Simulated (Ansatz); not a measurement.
## Rh, response to strain

The reference is Rh in the fcc (Cu type) structure (space group Fm-3m, No. 225; a = 3.782 Å; relaxed with 0.1 eV smearing).

Strains are applied to the cell and any free atomic positions relax.

The values are results of Kohn–Sham DFT with the PBEsol functional, run in Ansatz (an electronic-structure program) with PAW and 420 eV plane waves, spin-orbit coupling left out, not measurements.

| change | shortest interatomic distance | pressure |
|---|---|---|
| base | 2.674 Å | 0.0 GPa |
| isotropic strain −3.00 % | 2.594 Å | ___ |
| isotropic strain −1.50 % | 2.634 Å | 14.9 GPa |
| isotropic strain −1.00 % | 2.647 Å | 9.5 GPa |
| isotropic strain −0.50 % | 2.661 Å | ___ |
| isotropic strain +0.50 % | 2.687 Å | -4.2 GPa |
| isotropic strain +1.00 % | 2.701 Å | -8.1 GPa |
| isotropic strain +2.00 % | 2.727 Å | -14.9 GPa |
| isotropic strain +2.50 % | 2.741 Å | -17.9 GPa |
| isotropic strain +3.00 % | 2.754 Å | ___ |

Task: Complete the table.

Result: 
- isotropic strain −3.00 %, pressure: 33.8 GPa
- isotropic strain −0.50 %, pressure: 4.6 GPa
- isotropic strain +3.00 %, pressure: -20.7 GPa

Whether these cells are dynamically stable was not tested. The final runs are not spin-polarised. Rh lies near a magnetic instability that expansion can trigger; it was not tested.
